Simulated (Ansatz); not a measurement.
Where the default PAW files enter, the runs use the earlier of Ansatz's two default sets.

Given:

```xyz
4
Lattice="4.3461 0.0000 0.0000 -2.1730 3.7638 0.0000 0.0000 0.0000 7.0898" Properties=species:S:1:pos:R:3 pbc="T T T"
Cd     2.1730     1.2546     3.5446
Cd     0.0000     2.5092     7.0895
Se     2.1730     1.2546     6.2101
Se     0.0000     2.5092     2.6651
```

Space group of this cell: P6_3mc, wurtzite. The cell is taken as given.

Transport runs along the normal of the first two printed cell vectors, the (001) plane of the conventional cell.

The gap is the functional's own. No spin-orbit coupling. Mid-gap values are those at the computed energy nearest the middle.

Estimate the band gap and the smallest decay constant κ at mid-gap that r2SCAN (Ansatz, a quantum-chemistry and plane-wave program) returns for this system.

Gap 1.09 eV on a 12×12×4 mesh; κ = 0.081 1/Å, at the zone centre.
